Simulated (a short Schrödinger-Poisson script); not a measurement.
Stack: gated Al0.3Ga0.7As/GaAs δ-doped gas, at 300 K.

```
layer      material  thickness (nm)  Na (cm⁻³)
-----  ------------  --------------  ---------
1      Al0.3Ga0.7As              20          -
2      Al0.3Ga0.7As               3          -
3              GaAs            6000       2e14
```

The device is made up for the run: typed textbook-type constants, with dimensions and the other settings drawn at random. Al0.3Ga0.7As: permittivity 12.05, conduction-band edge (eV) 0.237, gap (eV) 1.798, electron mass (mₑ) 0.0919, Nv at 300 K (cm⁻³) 9e18. GaAs: permittivity 12.9, conduction-band edge (eV) 0, gap (eV) 1.424, Nv at 300 K (cm⁻³) 9e18.

Channel valleys (confinement mass, in-plane density-of-states mass, number): Γ 0.067, 0.067, 1. At the gate the conduction-band edge of layer 1 lies 0.99 eV − eVg above the Fermi level of the channel; the field vanishes at the back. Sheet of ionised δ-doping: +2e12 e/cm² at 20 nm from the gate. The barrier under the gate holds no holes. Gaps are held at their typed values at every temperature. Mesh 0.08 nm at interfaces.

From a short Schrödinger-Poisson script (our own, NumPy): 1D Poisson equation in equilibrium, electrons quantum, Hartree (BenDaniel-Duke, 40 states a valley, the channel's in-plane mass for all, wave functions free to enter the barrier), parabolic valleys, classical holes, full ionisation, no traps, pinning or gate leakage.

The same stack at other levels of the model or other numerical settings:

```
run                                                                  sheet density of all electrons at Vg = 0.5 V (cm⁻²)  capacitance at Vg = 0.5 V (μF/cm²)  centroid of the channel electrons at Vg = 0.5 V (nm)  gate voltage at 1e11 electrons/cm² (V)  rough cost against the base
-------------------------------------------------------------------  ---------------------------------------------------  ----------------------------------  ----------------------------------------------------  --------------------------------------  ---------------------------
base                                                                                                             7.64e11                               0.363                                                 12.84                                    0.16                      about 1
electrons treated as classical, Boltzmann                                                                        8.32e11                          (withheld)                                                  9.66                                    0.15                         0.03
electrons treated as classical, Fermi-Dirac                                                                      7.94e11                               0.367                                            (withheld)                                    0.15                          0.1
electrons treated as quantum, Hartree plus LDA exchange-correlation                                              7.84e11                               0.369                                                 12.18                                    0.16                            1
mesh six times as coarse                                                                                         7.64e11                               0.363                                                 12.91                                    0.16                          0.3
one subband a valley                                                                                             7.31e11                               0.362                                            (withheld)                                    0.18                          0.4
```

### Question
Some entries are withheld; supply them.

### Answer

- one subband a valley, centroid of the channel electrons at Vg = 0.5 V (nm): 8.61
- electrons treated as classical, Fermi-Dirac, centroid of the channel electrons at Vg = 0.5 V (nm): 11.16
- electrons treated as classical, Boltzmann, capacitance at Vg = 0.5 V (μF/cm²): 0.396

The classical rows ignore confinement, and Boltzmann statistics overrate the density once the band edge passes the Fermi level.
